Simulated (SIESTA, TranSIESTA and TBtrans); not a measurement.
System: Pt chain with one Cu atom in place of Pt. Leads: straight Pt chain, spacing 2.4 Å. Geometry: 3 atoms about the centre moved by SIESTA (PBE, DZP) to a largest force of 0.00 eV/Å, all others as built, motion along the axis alone. Transport runs along z; the first 6 and the last 6 of the 21 atoms are the lead cells, repeated to infinity.

```xyz
21
Lattice="9.000 0.000 0.000 0.000 9.000 0.000 0.000 0.000 50.300" Properties=species:S:1:pos:R:3 pbc="F F T"
Pt     4.500     4.500     0.000
Pt     4.500     4.500     2.400
Pt     4.500     4.500     4.800
Pt     4.500     4.500     7.200
Pt     4.500     4.500     9.600
Pt     4.500     4.500    12.000
Pt     4.500     4.500    14.400
Pt     4.500     4.500    16.800
Pt     4.500     4.500    19.200
Pt     4.500     4.500    21.597
Cu     4.500     4.500    23.949
Pt     4.500     4.500    26.305
Pt     4.500     4.500    28.700
Pt     4.500     4.500    31.100
Pt     4.500     4.500    33.500
Pt     4.500     4.500    35.900
Pt     4.500     4.500    38.300
Pt     4.500     4.500    40.700
Pt     4.500     4.500    43.100
Pt     4.500     4.500    45.500
Pt     4.500     4.500    47.900
```
Starting moments (μB): atom 7 +0.6, atom 8 +0.6, atom 9 +0.6, atom 10 +0.6, atom 12 +0.6, atom 13 +0.6, atom 14 +0.6, atom 15 +0.6; lead atoms +0.6 (left) and +0.6 (right).

Run with TranSIESTA and TBtrans (open boundaries, self-consistent; PseudoDojo norm-conserving potentials, scalar-relativistic): Spin polarized, PAO.BasisSize DZP, PAO.EnergyShift 0.15 eV, XC.Authors PBE, Mesh.Cutoff 200 Ry, ElectronicTemperature 300 K, TS.Voltage 0.0 eV, TBT.Elecs.Eta 0.001 eV.

Energies count from the leads' Fermi level. Transmissions are for each spin. The energy step is 0.01 eV; narrower resonances are cut or missed.

```
E (eV)  T up  T down
------  ----  ------
-0.20   2.57    2.57
-0.15   2.62    2.62
-0.10   2.62    2.62
-0.05   2.64    2.65
0.00    2.66    2.66
0.05    2.65    2.65
0.10    2.60    2.60
0.15    2.50    2.50
0.20    2.34    2.34
```

Question: Give the zero-bias conductance in μS and the resistance at 300 K.

Answer: At the Fermi level the mean of both spins is (2.66 + 2.66)/2 = 2.66. Averaged with −∂f/∂E over the full grid (kT = 25.9 meV) it is 2.65. With G0 = 2e²/h = 77.48 μS, G = 205 μS and R = 1/G = 4.88 kΩ.

Question: The eigenchannels at the Fermi level (both spins) transmit 0.953, 0.639, 0.639, 0.425, 0.953, 0.641, 0.641, 0.426. What Fano factor of the shot noise follows at low temperature and bias?

Answer: F = Σ τ(1 − τ)/Σ τ = 1.50/5.32 = 0.28.

A magnetic start was tried, and the separate lead runs end without a moment. The straight chain is held at its spacing; free chains may zigzag or dimerise. Spin-orbit coupling, left out here, matters for the heavy atoms.
